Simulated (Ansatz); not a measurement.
Take a 24-atom supercell of MgS in the rock salt structure (space group Fm-3m, No. 225; a = 5.230 Å) at its relaxed geometry as the base.

Calculations: Ansatz (a quantum-chemistry and plane-wave program), PBE, PAW, cutoff 420 eV, scalar-relativistic without spin-orbit coupling.

Base values:

The gap of the supercell is 2.76 eV and the pressure is 0.0 GPa.

Now apply this change: one S atom is removed, atoms relaxed at fixed cell, starting from a slightly rattled geometry.

Q: Estimate the effect on the gap of the supercell, total moment of the cell and pressure.

A: The gap of the supercell drops by 1.67 eV, from 2.76 eV to 1.09 eV; the total moment of the cell amounts to 0.0 μB; the pressure goes from zero to -1.0 GPa.

The magnetic state is the one reached from the starting moments; the real material's order can differ, and small cells can't hold many antiferromagnetic ones. The cell is small, so the values are those of an ordered compound at a high defect concentration; dilute-limit values will differ. Starting moments died away, wholly or in part, for S vacancy; another magnetic solution may exist. The defect cell is spin-polarised and ends with 0.0 μB.
